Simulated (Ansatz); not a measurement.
1T (CdI2-type) FeI₂ was calculated with LDA (Ansatz, a quantum-chemistry and plane-wave program, PAW).

Run with plane-wave cutoff 520 eV, 18×18×8 k mesh (along the axes of the cell as run), Fermi–Dirac smearing 0.05 eV, spin-polarised with parallel moments, scalar-relativistic PAW data made under PBE.

Computed at the level's own relaxed cell.

**Question.** What does this level give for the volume per atom, bulk modulus, equilibrium lattice constant a and c axis length?

**Answer.** 
- volume per atom: 27.95 Å³/atom
- bulk modulus: 20.8 GPa
- equilibrium lattice constant a: 3.840 Å
- c axis length: 6.568 Å

Note: the magnetic order was assumed, not searched for or taken from measurement; the volume lies 12 % below that of the published cell; the bulk modulus comes from volumes at which shape and atoms were relaxed; functionals without U or exact exchange can leave correlated insulators metallic, so the missing gap need not be real.

Spin–orbit coupling is not included; it can open a gap where bands touch, and shift volumes and moduli.

It cost roughly 40 core-minutes of CPU time.
